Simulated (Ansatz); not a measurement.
Consider KI in the rock salt structure (space group Fm-3m, No. 225).

```yaml
crystal:
  lattice:
    - [0.00000, 3.50280, 3.50280]
    - [3.50280, 0.00000, 3.50280]
    - [3.50280, 3.50280, 0.00000]
  atoms:
    - { symbol: K, position: [0.00000, 0.00000, 0.00000] }
    - { symbol: I, position: [0.50000, 0.50000, 0.50000] }
```

Cartesian axes are those of the cell as printed.

Calculations: PBEsol (Ansatz, a first-principles code; PAW; 420 eV plane waves; without spin-orbit coupling).

Now apply this change: biaxial strain +2.50 %, plane normal [001], relaxed out of plane (Cartesian); in-plane vectors clamped, the third vector and the atoms free.

Q: What does the calculation give for the energy relative to the base after the change?

A: The energy goes up by 4.8 meV/atom.

Q: How does this affect the out-of-plane strain?

A: The out-of-plane strain amounts to -0.57 %.

Q: Estimate the effect on the in-plane stress.

A: The mean in-plane stress (compression positive) amounts to -0.7 GPa.

Whether these cells are dynamically stable was not tested.
